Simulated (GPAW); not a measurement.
GPAW run on Cr2TeSe (P-6m2, 4 atoms in the cell): self-consistent single point.

Level of theory: LDA (Perdew-Wang 92), GPAW PAW datasets LDA (gpaw-data 1.0.1) (plane waves; GPAW).

```
Cr2TeSe
1.0
    3.96139     0.00000     0.00000
   -1.98070     3.43066     0.00000
    0.00000     0.00000     6.33777
Cr Te Se
2 1 1
Cartesian
  1.98070   1.14355   1.50680
  1.98070   1.14355   4.83097
  0.00000   0.00000   3.16888
  0.00000   2.28711   0.00000
```
Moments meant for the start (each program seeds them in its own way; μB, in the order of the atoms Cr Cr Te Se): 3.0 3.0 0.0 0.0.

Reference input (self-consistent single point, DFT PBEsol, plane waves, GPAW PAW datasets PBEsol (made by gpaw-setup)): spinpol = true; mode = pw; ecut = 800 eV; xc = PBEsol; kpts = 6 6 3; mesh shift (steps) = 0 0 0; occupations.name = fermi-dirac; occupations.width = 0.1 eV; nbands = -8; convergence.forces = 0.001 eV/Å; symmetry.symmorphic = false; symmetry.tolerance = 0.0005. This run's input differs from it in these lines:

```diff
@@ -18,3 +18,3 @@
             mode={'name': 'pw', 'ecut': 800},
-            xc='PBEsol',
+            xc='LDA',
             kpts={'size': (6, 6, 3), 'gamma': True},
```

Its files differ too (potentials: GPAW PAW datasets LDA (gpaw-data 1.0.1)).

The program printed (abridged):

```
     iter     time        total  log10-change:         magmom
                         energy   eigst   dens  force
iter:   1 --:--:--   -30.243943                          +5.9767
iter:   2 --:--:--   -29.630038   -0.92  -0.98           +6.2540
iter:   3 --:--:--   -28.899271   -1.22  -1.16           +7.0714
iter:   4 --:--:--   -28.806005   -0.72  -1.35           +7.5866
iter:   5 --:--:--   -28.855697   -1.51  -1.37           +7.5407
iter:   6 --:--:--   -28.631925   -1.66  -1.47           +7.3823
iter:   7 --:--:--   -28.658423   -2.46  -1.88           +7.4782
iter:   8 --:--:--   -28.654350   -2.46  -2.09           +7.5430
   [... lines left out ...]
iter:  23 --:--:--   -28.657372c  -6.08  -3.95           +7.6338
iter:  24 --:--:--   -28.657365c  -6.29  -4.02c          +7.6337
iter:  25 --:--:--   -28.657385c  -6.34  -4.11c          +7.6338
iter:  26 --:--:--   -28.657373c  -6.58  -4.34c          +7.6336
iter:  27 --:--:--   -28.657372c  -6.84  -4.54c          +7.6337
iter:  28 --:--:--   -28.657370c  -7.05  -4.67c          +7.6337
iter:  29 --:--:--   -28.657367c  -7.23  -4.74c          +7.6337
iter:  30 --:--:--   -28.657366c  -7.41c -4.83c          +7.6337
iter:  31 --:--:--   -28.657368c  -7.44c -4.88c -3.29c   +7.6336
Converged after 31 iterations.

Dipole moment: (1.530927, -0.883881, -0.000000) |e|*Ang

Total magnetic moment: (0.000000, 0.000000, 7.633628)
Local magnetic moments:
   0 Cr ( 0.000000,  0.000000,  3.338605)
   1 Cr ( 0.000000,  0.000000,  3.338605)
   2 Te ( 0.000000,  0.000000, -0.084925)
   3 Se ( 0.000000,  0.000000, -0.053625)

Energy contributions relative to reference atoms: (reference = -307708.036507)

Kinetic:         +7.541857
Potential:      -13.018692
External:        +0.000000
XC:             -23.401586
Entropy (-ST):   -0.074794
Local:           +0.258451
SIC:             +0.000000
--------------------------
Free energy:    -28.694765
Extrapolated:   -28.657368

Spin contamination: 0.173463 electrons
Showing only first 2 kpts
                      Up                     Down
   [... lines left out ...]
Fermi level: 7.16548
No gap
   [... lines left out ...]
Energy (eV): -28.657368

Forces in eV/Ang:
  0 Cr   -0.00000    0.00000   -0.00730
  1 Cr    0.00000    0.00000    0.00730
  2 Te   -0.00000    0.00000    0.00000
  3 Se    0.00000    0.00000    0.00000

Stress tensor:
     0.050176     0.000000     0.000000
    -0.000000     0.050176     0.000000
     0.000000     0.000000     0.058516
Stress (GPa, Voigt): [8.0391 8.0391 9.3753 0.     0.     0.    ]
```

The run converged in 31 iterations. GPAW prints stress with tension positive. Against the reference run the pressure goes from -4.88 to -8.48 GPa, the largest force goes from 0.012 to 0.007 eV/Å and the size of the net moment goes from 1.95 to 1.91 μB/atom.

The starting cell comes from a database of computed structures (which also holds hypothetical and non-ambient phases and stackings), without a prior relaxation at this level. The magnetic order is the one reached from the typed start; others were not searched systematically. With a pressure of about -8 GPa the cell is away from its equilibrium volume at this level.

Cost on one core of a shared machine: roughly 2 min.
